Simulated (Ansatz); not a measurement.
# Al, response to strain

Base system: Al in the fcc (Cu type) structure (space group Fm-3m, No. 225; relaxed with 0.1 eV smearing).

```yaml
crystal:
  lattice:
    - [0.00000, 1.99618, 1.99618]
    - [1.99618, 0.00000, 1.99618]
    - [1.99618, 1.99618, 0.00000]
  atoms:
    - { symbol: Al, position: [0.00000, 0.00000, 0.00000] }
```

Cartesian axes are those of the cell as printed.

Strains are applied to the cell and any free atomic positions relax; under biaxial strain the out-of-plane vector relaxes too.

Calculations: r2SCAN, PAW, 500 eV (Ansatz, a first-principles code; no SOC), earlier PAW set.

Candidates:
(a) biaxial strain +0.32 %, plane normal [001], relaxed out of plane
(b) tensor shear ε_xy = +3.76 %
(c) isotropic strain −3.26 %
(d) isotropic strain +2.13 %

Notes on the quantities. energy relative to the base: free energy F.

Question: Order them by energy relative to the base, highest first.

Answer: (c) isotropic strain −3.26 % (+49 meV/atom), (d) isotropic strain +2.13 % (+17 meV/atom), (b) tensor shear ε_xy = +3.76 % (+13 meV/atom), (a) biaxial strain +0.32 %, plane normal [001], relaxed out of plane (+0.1 meV/atom)

Stability against distortions was not tested.
